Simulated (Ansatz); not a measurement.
Take CuCl in the zinc blende structure (space group F-43m, No. 216; a = 5.4240 Å) as the base.

The values are results of PBE (Ansatz, a program for electronic structure, PAW, without spin-orbit coupling), not measurements.

One change was made to it. Results:

```csv
quantity,base,after
density,4.12 g/cm³,4.03 g/cm³
band gap,0.53 eV,0.49 eV
width of the top valence band,1.08 eV,1.03 eV
```

Problem. Name the change that was made.
A. pressure −2 GPa
B. pressure 1.5 GPa
C. pressure −1 GPa
D. pressure 7.5 GPa
E. pressure 10 GPa

Solution. C, pressure −1 GPa. For comparison, the density in the other runs: pressure −2 GPa gives 3.93 g/cm³; pressure 1.5 GPa gives 4.24 g/cm³; pressure 7.5 GPa gives 4.62 g/cm³; pressure 10 GPa gives 4.75 g/cm³.

Load acts through the strain it causes; cell and atoms are relaxed under it. Whether these cells are dynamically stable was not tested. Tetrahedral semiconductors of this kind turn to denser phases somewhere between about 1 and 50 GPa; those were not computed, so compressed cells here can lie past the real transition. No Hubbard U is applied. All final runs are without spin polarisation.
